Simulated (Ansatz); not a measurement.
Results of PBEsol (PAW; Ansatz, a first-principles code) for TmPt3 (Pm-3m, No. 221).

Numerical settings: plane-wave cutoff 520 eV, 14×14×14 k mesh, Fermi–Dirac smearing 0.05 eV, spin-polarised with parallel moments, scalar-relativistic PAW data made under PBE.

Computed at the level's own relaxed cell.

**Question.** Estimate the lattice constant a and bulk modulus B0 that the calculation returns.

**Answer.** 
* **lattice constant a**: 4.042 Å
* **bulk modulus B0**: 195 GPa

The run finds no gap.

Note: the magnetic order was assumed, not searched for or taken from measurement; the 4f shell is treated without U or exact exchange, so its levels and filling can be wrong; the bulk modulus is −V dP/dV from two relaxed cells at ±2 % in volume.

Spin–orbit coupling is not included.

The computed numbers hold no vibrational or temperature effects.
